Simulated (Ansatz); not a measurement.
Structures of equal composition on the (111) surface of fcc Rh: a layer of Nb in place of the second plane; a layer of Nb in place of the third plane. The slabs share one bottom face, and each structure is named by its start. These are constructed structures in small cells; real faces may alloy, dewet or reconstruct in larger ones, and not all known structures of the face are among them. Slabs of about 11 Å, Fermi-Dirac smearing of 0.1 eV. Bottom of the slabs: a bare face, its two planes held. Relaxed from the named starts with such symmetry as they have, on meshes of like density; energies extrapolated to zero smearing; spin only where a row says so; no spin-orbit coupling, no U. Brackets mark spin-polarised runs, whose order is one that fits the cell.

The numbers are results of PBE (plane waves to 420 eV, PAW; Ansatz, a quantum-chemistry and plane-wave program), not measurements.

Question: Order them by energy per 1x1 cell (lowest first) at the level PBE.

Answer: a layer of Nb in place of the second plane (0.000 eV), a layer of Nb in place of the third plane (0.518 eV)
